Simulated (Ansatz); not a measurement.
The starting structures come from a database of crystals and need not be the phases stable at ambient conditions.

By PBEsol, the system below comes out a metal.

Without scattering a metal conducts by its projected Fermi surface.

```xyz
2
Lattice="3.2131 0.0000 0.0000 0.0000 3.2131 0.0000 0.0000 0.0000 3.1500" Properties=species:S:1:pos:R:3 pbc="T T T"
Zn     1.6065     1.6065     1.5750
Au     0.0000     0.0000     0.0000
```

Space group of this cell: P4/mmm. The cell is strained (lengths across the current scaled by 1.02, ions clamped); by PBEsol its mean pressure is -7.3 GPa.

The current flows along the normal of the first two printed cell vectors, the (001) (indices of the unstrained crystal) plane of the conventional cell. No spin-orbit coupling; the value is a mean over 0.1 eV about the Fermi level.

Problem. Estimate the ballistic conductance per area that Ansatz (a first-principles code) with PBEsol returns for this system.

Solution. 0.88 × 10¹⁵ S/m² for both spins.
